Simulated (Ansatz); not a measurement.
# Point defect Ge on the Ga site (broken-bond start) in metastable zinc-blende GaN

All values below come from PBE, PAW (plane waves to 420 eV; Ansatz, a first-principles code). A 2×2×2 supercell of 64 sites was used; the energies come from a 2×2×2 shifted sampling of its zone. Sites at the start: the Ga site; started 0.95 Å off site, one bond broken. Charged cells carry a point-charge image correction with potential alignment at far atoms. Dielectric constants: PBE linear response of the host. Host gap at this level: 1.54 eV. Finite-size and sampling errors can reach tenths of an eV here. Levels are measured in PBE's own, too narrow, gap. Spin–orbit coupling is left out. Each state is the lowest found from its start.

Formation energies E_f are given with the Fermi level at the valence-band maximum. Chemical conditions: N-rich (Δμ(Ga) = -0.87 eV, Δμ(Ge) = -0.009 eV, bounded by Ge3N4 (P31c); only phases computed here count, gases as isolated molecules at 0 K). Reference phases: Ga: alpha gallium, Ge: germanium.

```
charge         moment (μB)  largest move off a lattice site (Å)  image correction with alignment (eV)  E_f, N-rich (eV)
------  ------------------  -----------------------------------  ------------------------------------  ----------------
+1      not spin-polarised                                 0.06                                  0.22             -1.44
0*              fractional                                 0.06                                     –                 –
−1*     not spin-polarised                                 0.06                                     –                 –
```

* At this level the carrier isn't localised at the defect: at charge 0 electrons occupy the conduction band; at charge −1 electrons occupy the conduction band. Such a state is shallow or no state of the defect, and this cell gives it no level.

No other site or start that was run ended lower by more than 0.1 eV.
